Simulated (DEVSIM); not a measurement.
## illuminated Si n-on-p cell, one wavelength

Structure: illuminated Si n-on-p cell, one wavelength, at 300 K.

```csv
layer (left to right),material,thickness (μm),Nd (cm⁻³),Na (cm⁻³),τn (s),τp (s),absorption coefficient (cm⁻¹)
1,Si,0.100,8.6e18,-,3.8e-7,3.8e-7,13000
2,Si,110,-,2.4e15,3.2e-5,3.2e-5,13000
```

Left contact: ohmic, minority hole recombination velocity 2000 cm/s. Right contact: ohmic, minority electron recombination velocity 20000 cm/s. Voltage is applied to the left contact. Recombination: SRH at mid-gap, radiative, Auger. Light enters at the left, 5.8e16 photons cm⁻² s⁻¹, one pass, no reflection. Mobility is μmin + (μ − μmin)/(1 + (N/Nref)^α).

This is a model device: material constants are rounded textbook-type values typed into the input, and sizes, dopings and lifetimes were drawn at random. Values at 300 K.

```tsv
parameter	Si
gap (eV)	1.124
affinity (eV)	4.05
permittivity	11.7
Nc (cm⁻³)	2.86e19
Nv (cm⁻³)	3.1e19
μn (cm²/Vs)	1417
μp (cm²/Vs)	470
μn,min	52
μp,min	45
Nref,n	9.7e16
Nref,p	2.2e17
αn	0.68
αp	0.72
B (cm³/s)	4.7e-15
Cn (cm⁶/s)	2.8e-31
Cp (cm⁶/s)	9.9e-32
```

DEVSIM, 1D drift-diffusion, Boltzmann statistics, complete ionisation; no tunnelling, impact ionisation, image-force lowering or self-heating.

The potential step across the device at zero bias is 0.848 V and the largest field in the device at zero bias is 160000 V/cm. The dark forward voltage at 1 A/cm² comes out as 0.645 V, the dark forward voltage at 100 A/cm² is 0.840 V and the short-circuit current comes out as 9.26 mA/cm². The open-circuit voltage comes out as 0.513 V and the fill factor is 0.81. The largest power is 3.83 mW/cm² and the share of generated pairs collected at short circuit is 0.996.

Current under light (generator sign):

```csv
V (V),J (mA/cm²)
0.00,9.26
0.06,9.26
0.14,9.26
0.20,9.26
0.28,9.25
0.36,9.23
0.38,9.20
0.40,9.14
0.42,9.00
0.44,8.71
0.46,8.07
0.48,6.69
0.50,3.72
0.52,-2.68
```

Dark forward current:

(V (V), J (A/cm²)): (-0.05, -4.2e-10); (-0.15, -1.0e-8); (-0.20, -5.9e-8); (-0.30, -2.5e-6); (-0.35, -1.7e-5); (-0.45, -0.00079); (-0.55, -0.037); (-0.60, -0.23); (-0.70, -4.7); (-0.80, -45); (-0.85, -120); (-0.95, -600); (-1.00, -1000); (-1.10, -2100)
